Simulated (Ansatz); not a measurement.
The starting structures come from a database of crystals and need not be the phases stable at ambient conditions.

By PBEsol, the system below comes out a metal.

Without scattering a metal conducts by its projected Fermi surface.

```
CELL_PARAMETERS angstrom
      2.84750     0.00000     0.00000
      0.00000     2.84750     0.00000
      1.42375    -1.42375     2.05457
ATOMIC_POSITIONS crystal
  Ti 0.00000 0.00000 0.00000
```

Space group of this cell: I4/mmm. The cell is strained (lengths across the current scaled by 0.98, ions clamped).

The current flows along the normal of the first two printed cell vectors, the (001) (indices of the unstrained crystal) plane of the conventional cell. No spin-orbit coupling; the value is a mean over 0.1 eV about the Fermi level.

Q: Compute, with PBEsol in Ansatz (a first-principles code), the ballistic conductance per area.

A: 1.4 × 10¹⁵ S/m² for both spins.
